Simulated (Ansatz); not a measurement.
The parent structure is ZnS (space group P4_2/mnm, No. 136; a = 6.518 Å, c = 3.808 Å; a hypothetical phase, not in the database extracts checked). Axes: x, y, z lie along a, b, c of the conventional cell.

The change: uniaxial stress, 2 GPa tension along x; all other stress components relax to zero.

Levels (all Ansatz, a quantum-chemistry and plane-wave program, PAW): PBEsol (420 eV, spin-orbit coupling left out); r2SCAN (500 eV, scalar-relativistic without spin-orbit coupling); HSE06 (420 eV, no SOC).

One geometry, relaxed with PBEsol, under each level:

```tsv
level	band gap	lowest conduction level above the VBM at special points	pressure
PBEsol	2.16 eV	Γ 2.16 eV; R 3.06 eV; X 3.31 eV; T 3.44 eV	-0.67 GPa
r2SCAN	…	…	…
HSE06	3.53 eV	Γ 3.53 eV; R 4.36 eV; X 4.70 eV	–
```

Problem. Give the withheld r2SCAN results.

Solution. 
- r2SCAN, band gap: 2.85 eV
- r2SCAN, lowest conduction level above the VBM at special points: Γ 2.85 eV; R 3.61 eV; X 3.91 eV; T 3.93 eV
- r2SCAN, pressure: 0.63 GPa

Single points use the geometry relaxed with PBEsol. Their cutoffs differ, which shifts pressures a little. Load acts through the strain it causes; cell and atoms are relaxed under it. Stability under load was not tested beyond the relaxation. Labels are those of the standard path for the cell's own space group.
